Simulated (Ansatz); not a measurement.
SiC under load (space group I-4m2), r2SCAN with spin-orbit coupling, rigid bands run with Ansatz (a program for electronic structure). Condition of this run: uniaxial stress zz = 2 GPa (compression positive) (the target of the relaxation). Band gap 1.63 eV, N_c = 5.29e18 cm⁻³ and N_v = 5.32e19 cm⁻³ at 300 K, conductivity masses along x (a = (0.00, 2.18, 2.17) Å; b = (2.18, 0.00, 2.17) Å; c = (2.18, 2.18, 0.00) Å) of 0.244 mₑ (electrons) and 0.703 mₑ (holes). Take k_BT = 0.02585 eV.

What built-in voltage has an abrupt junction with N_A = 1e17 and N_D = 1e17 cm⁻³, all dopants ionised?

V_bi = E_g/e − (k_BT/e) ln(N_c N_v/(N_A N_D)) = 1.63 − 0.02585 × 10.25 = 1.37 V, for the computed gap.

What thermal injection velocity √(2k_BT/πm) limits a ballistic channel along the direction named?

1.09e7 cm/s for electrons and 6.42e6 cm/s for holes, a ratio of √(m_h/m_e) = 1.70, for dilute carriers.

Find the intrinsic carrier density and the intrinsic Fermi level.

n_i = √(N_c N_v) exp(−E_g/2k_BT) = 1.68e19 × exp(−31.53) = 3.4e5 cm⁻³. The level lies (k_BT/2) ln(N_v/N_c) = 30 meV from mid-gap (positive towards the conduction band). Each 0.1 eV added to the gap lowers n_i by a factor of 6.9.

Rigid bands with the computed gap; masses take one relaxation time for all states.
